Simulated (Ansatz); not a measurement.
MgO (model structure, Fm-3m, No. 225, 6 atoms in the cell), treated with G0W0@PBEsol (Ansatz, a first-principles code, plane waves, hard PAW, contour deformation).

The cell is the one relaxed with PBEsol. Conventional cell: a = 4.2147 Å, b = 4.2147 Å, c = 4.2147 Å, α = 90.00°, β = 90.00°, γ = 90.00°.

The quasiparticle gap at Γ at a fixed k mesh 3×3×2:

```
response cutoff           value (eV)
------------------------  ----------
200 eV, 663 empty bands        7.193
250 eV, 926 empty bands        7.254
300 eV, 1217 empty bands       7.291
400 eV, 1874 empty bands       7.331
```

### Question
Taking the value to converge with the response cutoff E as E^(−3/2), extrapolate from the last two rows.

### Answer
With y = y∞ + c/w and weights w = 5196 and 8000 for the last two rows, y∞ = (w2 y2 − w1 y1)/(w2 − w1) = (8000 × 7.331 − 5196 × 7.291)/2804 = 7.405 eV, which lies 0.074 beyond the last row. Successive pairs of rows give 7.407, 7.409, 7.405. The limit also hangs on the law assumed, so its last digits aren't firm.

The other settings are not extrapolated, so this is the limit in one setting alone.

A model structure was made by putting elements into a prototype or built by hand; here it ended with the formula and space group of a phase in our tables.
